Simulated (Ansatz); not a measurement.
Reference: AlAs (F-43m), HSE06, rigid bands (plane waves, PAW, scalar-relativistic; Ansatz, a program for electronic structure); geometry: cell and atoms relaxed with PBEsol.

```
AlAs
1.0
    0.00000     2.83740     2.83740
    2.83740     0.00000     2.83740
    2.83740     2.83740     0.00000
Al As
1 1
Direct
  0.00000   0.00000   0.00000
  0.75000   0.75000   0.75000
```

The band gap is 2.09 eV, the electron conductivity mass comes out as 0.32 mₑ and the Seebeck coefficient, n-type 1e19 cm⁻³ is -260 μV/K.

Task: Swap Al for Ga, keeping the structure type. How do these values move?

Result: GaAs (F-43m): volume per atom 22.8 to 22.6 Å³; band gap falls (2.09 eV to 1.40 eV); electron conductivity mass falls (0.32 mₑ to 0.070 mₑ); Seebeck coefficient, n-type 1e19 cm⁻³ falls in size (-260 μV/K to -50 μV/K).

Task: Swap As for P, keeping the structure type. How do these values move?

Result: AlP (F-43m): volume per atom 22.8 to 20.5 Å³; band gap rises (2.09 eV to 2.28 eV); electron conductivity mass stays about the same (0.32 mₑ to 0.33 mₑ); Seebeck coefficient, n-type 1e19 cm⁻³ stays about the same (-260 μV/K to -260 μV/K).

Task: Swap Al for In, keeping the structure type. How do these values move?

Result: InAs (F-43m): volume per atom 22.8 to 28.2 Å³; band gap falls (2.09 eV to 0.42 eV); electron conductivity mass falls (0.32 mₑ to 0.031 mₑ); Seebeck coefficient, n-type 1e19 cm⁻³ falls in size (-260 μV/K to -31 μV/K).

Moves up to 5 % count as about the same. Masses are for dilute carriers at 300 K, harmonic means over directions unless an axis is named. Seebeck coefficients are for the stated density at 300 K, with one relaxation time for all states and whether or not that doping can be reached. Spin-orbit coupling is left out.
